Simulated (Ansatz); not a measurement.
Fluorite PbF2 (high-temperature phase) was calculated with PBEsol in Ansatz (PAW).

Input:

Ansatz 0.2 input:
```yaml
crystal:
  lattice:
    - [0.0, 2.9096225208, 2.9096225208]
    - [2.9096225208, 0.0, 2.9096225208]
    - [2.9096225208, 2.9096225208, 0.0]
  atoms:
    - { symbol: Pb, position: [0.0, 0.0, 0.0] }
    - { symbol: F, position: [0.25, 0.25, 0.25] }
    - { symbol: F, position: [0.75, 0.75, 0.75] }
basis:
  ecutwfc: 520
  ecutrho_ratio: 4
  xc_grid: 2
kpoints:
  mp_grid: { grid: [10, 10, 10] }
hamiltonian:
  xc: pbesol
  dispersion: none
  pseudopotentials: { kind: paw }
scf:
  occupations: { method: fermi_dirac, width: 0.01 }
  convergence: { dr2_threshold: 0.0000000003 }
output:
  forces: true
  stress: true
  eigenvalues: true
```

Excerpt of the program's output:

```
Crystal: 3 atoms, lattice volume = 49.265 Å³
Basis set: ecut = 520 eV, 1363 PW (Γ), exchange–correlation on 64×64×64 points (8 copies of the dense FFT grid, shifted against one another)
Bands: 18, of which v1, the nominal top of the filled ones, is band 14 counted from 1 (13 counted from 0)
Symmetry: 48 space group operations
Space group: Fm-3m (ITA 225), of the structure as read, at distance tolerance 3.7e-5 Å
k-points: 47 of 1000
Functional: x = pbesol(κ = 0.804, μ = 0.12345679012345678), c = pbesol(β = 0.046)
SCF iter   1: F=—  HF=-13357.245332 eV  |F-HF|=—  |Δ(HF+E_count)|=         —  Δρ=1.42e-2  dr2=6.92e-2
SCF iter   2: F=—  HF=-13357.234048 eV  |F-HF|=—  |Δ(HF+E_count)|=   1.13e-2  Δρ=9.20e-3  dr2=2.52e-2
  ...
SCF iter   6: F=—  HF=-13357.226797 eV  |F-HF|=—  |Δ(HF+E_count)|=   1.97e-6  Δρ=7.60e-6  dr2=1.88e-8
SCF iter   7: F=-13357.226797 eV  HF=-13357.226797 eV  |F-HF|=5.46e-12  |Δ(HF+E_count)|=   1.09e-8  Δρ=7.11e-7  dr2=1.96e-10
SCF 1 converged in 7 iterations: F = -13357.226797 eV  dr2 = 1.96e-10
SCF converged after 7 iterations
Free energy (F): -13357.226797 eV
Internal energy: -13357.226797 eV  (E = F + TS)
E sigma→0 (E₀):  -13357.226797 eV
Fermi energy:    7.914079 eV
--- Forces (eV/Å), atoms counted from 1 ---
  atom   1  Pb    -0.00000000     0.00000000     0.00000000
  atom   2  F     -0.00000000     0.00000000     0.00000000
  atom   3  F     -0.00000000     0.00000000    -0.00000000
--- Stress (GPa, compression-positive) ---
        3.430491       0.000000      -0.000000
       -0.000000       3.430491       0.000000
       -0.000000      -0.000000       3.430491
  P = ⅓ Tr σ = 3.4305 GPa (34.305 kbar)
```

The cell is one volume of an energy–volume scan, off the minimum.

The PAW data were made under PBE.

Ansatz is a first-principles code.
